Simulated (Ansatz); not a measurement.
Defect migration in beta Ga2O3 with all lengths changed by -1 %: O vacancy, charge state +2. The step: one O atom jumps into the vacancy from a nearby O site (strongly reconstructed ends); the atom moves 2.71 Å along (0.16, 0.48, -0.14) of the unit cell; at the start one Ga stands off the lattice site; the moving atom starts with neighbours Ga at 1.86, Ga at 1.88, Ga at 1.91 Å and ends with Ga at 1.85, Ga at 1.90, Ga at 1.95 Å. DFT values are from Ansatz (plane-wave PAW, 420 eV unless said) in a cell of 120 host sites, spin-restricted, static, with no finite-size correction. The charge state is imposed; whether it is stable for some Fermi level was not computed. Forms of the defect that were not tried may lie lower. The start lies 0.076 eV above the lowest site run (PBE). For the PBE band: the saddle point's order was not checked.

```csv
Level,Forward barrier (eV),Cost of the band or of the saddle's single point
"PBE, the Γ point alone, band relaxed",1.64,around 70 core-minutes (rough)
"PBE, a 2×2×2 k-point mesh shifted by half a step, same geometries",1.68,roughly 18 core-minutes
```

Ansatz is a first-principles code.
